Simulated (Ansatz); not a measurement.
The complex Ga vacancy + O on the N site in wurtzite GaN (the Ga site; N 1.97 Å away) and its isolated parts, with the Fermi level 0.90 eV above the valence-band maximum, each in its stable bound charge state.

Level of theory: PBE, PAW (plane waves to 420 eV; Ansatz, an electronic-structure program). Set-up: 96-site cell; 2×2×2 shifted k-points; host gap 1.71 eV; charged states image-corrected; corrections reach 1.1 eV, so highly charged states may be off by several tenths; flagged in the runs: for some of the defects a host whose relaxation on this sampling wasn't shown to rest, a strain field that reaches the edge of the cell.

| defect | charge | E_f, elements as references (eV) |
|---|---|---|
| Ga vacancy | −1 | 6.71 |
| O on the N site (broken-bond start) [the N site; started 0.95 Å off site, one bond broken] | +1 | -2.47 |

Task: Is the complex bound, by how much, and in which charge state?

Result: The complex has charge −1 and E_f = 2.56 eV: 6.71 + -2.47 − (2.56) = 1.68 eV, bound. The charge changes by −1 on pairing, so the value moves with the Fermi level.
